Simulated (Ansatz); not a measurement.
Relaxation of the outer planes of the (100) surface of monoclinic HfO2 in its 1x1 cell (cut with top plane 2 Hf, bottom plane 2 Hf), relaxed from an ideal cut (the real face may reconstruct), outermost plane spacing 0.88 Å in the ideal cut (one of several cuts of this face), with 2 Hf a cell over the bulk's ratio.

Level of theory: PBE (plane waves to 420 eV, PAW; Ansatz, a first-principles code).

Model: 32-atom slab, Hf12O20, 12.5 Å thick at the start, 5x5x1 mesh, Fermi-Dirac 0.025 eV, dipole correction, all atoms relaxed; held to the start's symmetry, so lower structures may exist; no spin (no spin-polarised run to compare, though such a face may carry moments), no spin-orbit, no U. The slab shows no gap over 0.04 eV on its mesh.

| plane | atoms | bulk spacing to the next (Å) | relaxed spacing (Å) | change (%) | rumpling (Å) |
|---|---|---|---|---|---|
| 1 | 2 Hf | 0.883 | ___ | ___ | 0.00 |
| 2 | 2 O | 0.517 | 0.570 | 10.3 | 0.00 |

Question: Fill in the missing entries.

Answer: 
- 1, relaxed spacing (Å): 0.719
- 1, change (%): -18.6
